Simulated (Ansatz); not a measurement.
CsSnBr₃ (Pm-3m, No. 221, 5 atoms in the cell; start mp-27214) was calculated with HSE06 in Ansatz (plane waves, PAW).

Run with plane-wave cutoff 460 eV, 4×4×4 k mesh, Fermi–Dirac smearing 0.01 eV, scalar-relativistic PAW data made under PBE.

Cell (relaxed with PBEsol):

Space group Pm-3m (No. 221); a = b = c = 5.7653 Å, α = β = γ = 90.00°

```
atom  site  symmetry       x       y       z
----  ----  --------  ------  ------  ------
Cs      1a      m-3m  0.0000  0.0000  0.0000
Sn      1b      m-3m  0.5000  0.5000  0.5000
Br      3c    4/mm.m  0.0000  0.5000  0.5000
```

**Question.** Estimate the band gap and Γ–Γ gap that the calculation returns.

**Answer.** 
- band gap: 0.70 eV (on the SCF k mesh)
- Γ–Γ gap: 6.32 eV

Note: cell and atoms aren't relaxed at this level (pressure 1.3 GPa).

Spin–orbit coupling is not included.

Computed values are for the static lattice.

It cost around 90 core-seconds (rough) of CPU time.

A start named mp-… is a Materials Project structure, which need not be a measured phase.

Ansatz is a program for electronic structure.
